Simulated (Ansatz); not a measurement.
## How far to go with the k-point mesh at a smearing width of 0.02 eV: NbZn₃ (P4mm, 4 atoms in the cell)

```xyz
4
Lattice="3.8982 0.0000 0.0000 0.0000 3.8982 0.0000 0.0000 0.0000 3.8982" Properties=species:S:1:pos:R:3 pbc="T T T"
Nb     0.0000     0.0000     0.0500
Zn     1.9491     0.0000     1.9491
Zn     0.0000     1.9491     1.9491
Zn     1.9491     1.9491     0.0000
```

Computed with LDA (PW92), default PAW files made with PBE (plane waves; Ansatz, a quantum-chemistry and plane-wave program).

Base settings: basis.ecutwfc = 420 eV; kpoints.mp_grid.grid = 9 9 9; hamiltonian.xc = lda; hamiltonian.pseudopotentials = {kind: paw} (the program's default PAW files); scf.occupations.method = gaussian; scf.occupations.width = 0.1 eV.

In this ladder: scf.occupations.width = 0.02 eV.

Only quantities that move along the ladder and can be compared are tabulated.

The count of work is k-points × plane waves × bands × iterations; it is no time. 

The starting cell comes from a database of computed structures (which also holds hypothetical and non-ambient phases and stackings), without a prior relaxation at this level. Its lattice was rescaled by up to half a per cent. One atom was moved a little off its site on purpose. Spin polarisation is off. In the base run, with a pressure of about -6 GPa the cell is away from its equilibrium volume at this level. Ansatz's pressure includes its estimate of the finite-basis (Pulay) stress.

Steps (kpoints.mp_grid.grid): 3 3 3; 4 4 4; 5 5 5; 6 6 6; 8 8 8; 9 9 9; 11 11 11; 14 14 14; 17 17 17; 20 20 20.

Question: What is the coarsest kpoints.mp_grid.grid that holds the free energy within 5 meV/atom of the last step, with all finer ones?

Answer: 8 8 8, at 0.080 of the last step's count of work; the step before is off by 8.7 meV/atom.

Question: What is the coarsest kpoints.mp_grid.grid that holds the forces within 0.005 eV/Å of the last step, with all finer ones?

Answer: 6 6 6, at 0.043 of the last step's count of work; the step before is off by 0.007 eV/Å.

Question: What is the coarsest kpoints.mp_grid.grid that holds the pressure within 0.1 GPa of the last step, with all finer ones?

Answer: 6 6 6, at 0.043 of the last step's count of work; the step before is off by 0.13 GPa.

| kpoints.mp_grid.grid | free energy less the last step's (meV/atom) | pressure (GPa) | largest difference of a force vector from the last step's (eV/Å) | count of work / last |
|---|---|---|---|---|
| 3 3 3 | 28.93 | -6.23 | 0.012 | 0.0064 |
| 4 4 4 | 3.67 | -6.44 | 0.003 | 0.022 |
| 5 5 5 | 12.78 | -6.25 | 0.007 | 0.019 |
| 6 6 6 | 8.69 | -6.35 | 0.002 | 0.043 |
| 8 8 8 | 1.72 | -6.31 | 0.003 | 0.080 |
| 9 9 9 | -1.10 | -6.42 | 0.003 | 0.080 |
| 11 11 11 | 0.86 | -6.37 | 0.000 | 0.13 |
| 14 14 14 | 0.78 | -6.35 | 0.001 | 0.40 |
| 17 17 17 | 0.14 | -6.38 | 0.001 | 0.43 |
| 20 20 20 | 0.00 | -6.38 | 0.000 | 1.0 |

Keys are those of Ansatz 0.2.
